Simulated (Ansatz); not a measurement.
A periodic model of amorphous Si24O53P2:

```xyz
79
Lattice="10.9455 -0.7932 0.4161 -0.7932 10.5072 -0.0191 0.4161 -0.0191 10.4070" Properties=species:S:1:pos:R:3 pbc="T T T"
Si     2.6763     0.6223     5.8464
Si     4.9051     9.5982     1.8552
Si    -0.1314     7.7723     2.7842
Si    10.9110     0.9248    10.3950
Si     8.3842     8.2972     7.5614
Si     7.8391     6.2377     2.6005
Si     7.6786     6.9154    10.0893
Si     4.7172     7.6940     9.8842
Si     5.7888     0.4590     6.0681
Si     1.5349     4.1790     9.3706
Si     4.4460     4.2581     3.9664
Si     0.5257     2.4400     7.1754
Si     3.5413     1.0868     1.0631
Si     1.2580     6.9962     0.2598
Si     0.2735     9.7269     0.6174
Si     7.3284     4.2156     8.9345
Si     9.7864     0.1096     5.7729
Si     5.8545     3.3174     6.6662
Si     6.8180     3.2343     2.3917
Si     4.5117     3.2779     9.3045
Si     5.5095     8.1398     6.9173
Si     7.4324     0.5791     3.6558
Si    -0.1185     9.0577     5.4526
Si     5.1245     7.2011     3.9184
O      4.6057     7.7715     8.2421
O     -0.1403     9.2674     2.1212
O      5.2845     4.0520     5.3418
O      7.0035     4.2669     7.3365
O     10.3714     1.5316     6.3809
O      7.0300     7.5363     7.0187
O      4.6429     9.0665     0.3316
O      0.3174     7.9400     4.3446
O      6.7016     6.8505     3.6053
O      6.0498     6.7917    10.1730
O      9.7778     7.6384     6.9694
O     10.8812    -0.4938     0.6141
O     10.1429     9.5920     5.1929
O      0.8955     6.8612     1.8726
O      8.1656     5.5061     9.4170
O      4.9024     7.6095     5.4914
O     10.8717     0.7177     8.7916
O      7.2007    -0.3178     2.2837
O      2.7767     2.1828     2.0221
O      5.8893     4.0687     9.7168
O      2.5132    -0.0544     0.5674
O      8.3392     2.9347     9.2436
O      8.3288     9.8379     7.0384
O      4.2043     0.5715     6.3259
O      6.0837     0.1888     4.4943
O      4.6893     0.3826     1.9713
O      7.3636     0.5841     9.5998
O      4.2437     5.8401     3.6700
O      1.0940     5.6662     9.8758
O      9.3082     6.3646     3.2604
O      6.7960     2.4395     0.9667
O      3.2943     7.0943    10.4319
O      1.2693     9.6411     6.1049
O      7.5141     2.1950     3.4179
O      0.6965     2.5727     3.4479
O      7.8429     7.0664     1.1944
O      0.8771     8.3288    10.1333
O      5.5724     9.7585     6.9316
O      1.9303     1.7860     6.6814
O      0.9289     3.8961     7.8485
O      4.6183     3.0517     7.6960
O      2.6594     1.0571     4.2415
O      4.4378     1.8962    10.1602
O      8.3071     8.1347     9.1953
O      9.0122     1.4228     0.5286
O      4.5817     8.3561     2.8949
O      2.9631     3.5657     4.0888
O      3.1620     4.1574     9.5087
O      6.5374     1.8675     6.3975
O      0.9747     2.9585    10.3251
O      7.5986     4.6464     2.3091
O      5.2590     3.5280     2.7591
O      8.7463     0.2461     4.5379
P      8.0428     1.7158    10.2315
P      2.1439     2.3501     3.4549
```

Computed with PBE, scalar-relativistic without spin-orbit coupling (plane waves to 420 eV, PAW; Ansatz, a first-principles code).

Preparation: random packing, a CHGNet melt and quench, and a DFT relaxation. O atoms were pushed apart under 1.9 Å during the dynamics, to hinder bonds among them. The hot cell started wider than the set density and was brought back towards it in steps. It is the lowest in DFT energy of 2 quenches. It is a model cell: composition and starting density were chosen by hand, and all elements were melted together. No dispersion term was used. Its density started from a set value of 2.21 and ended at 2.21 g/cm³. The quench (nominally 320 K/ps over its main leg) was far faster than any real one, so the model tends to hold more defects than a real film. A cell of this size samples the disorder only roughly. The volume was held where the preparation left it and the shape relaxed, at a PBE pressure of 0.4 GPa.

Neighbours within Si-Si 2.60 Å, Si-O 1.88 Å, Si-P 2.55 Å, O-O 1.58 Å, O-P 2.08 Å, P-P 2.50 Å count as bonded. Two cations that share two anions don't count as bonded, nor two that share one unless they lie closer than Si-Si 2.38 Å, Si-P 2.33 Å, P-P 2.29 Å.

Q: Give the coordination numbers, mean bond lengths and angles.

A: 
The mean coordination of Si by anions is 4.00 (24 with 4) and the mean coordination of O is 1.96 (2 with 1, 51 with 2). The mean coordination of P by anions is 4.00 (2 with 4) and the mean Si-O bond comes out as 1.634 Å (spread 0.013 Å, 96 counted). The mean O-P bond comes out as 1.557 Å (spread 0.055 Å, 8 counted). The bond angle at Si is mean 109.5°, spread 4.0°, the bond angle at O is mean 137.9°, spread 10.6° and the bond angle at P comes out as mean 109.2°, spread 5.7°.

Q: Which atoms depart from the most common coordination of their element?

A: O51 has 1 (P78 1.46 Å); O59 has 1 (P79 1.46 Å).

Q: List the pairs of like atoms that count as bonded by the rules above.

A: There are none by these rules.
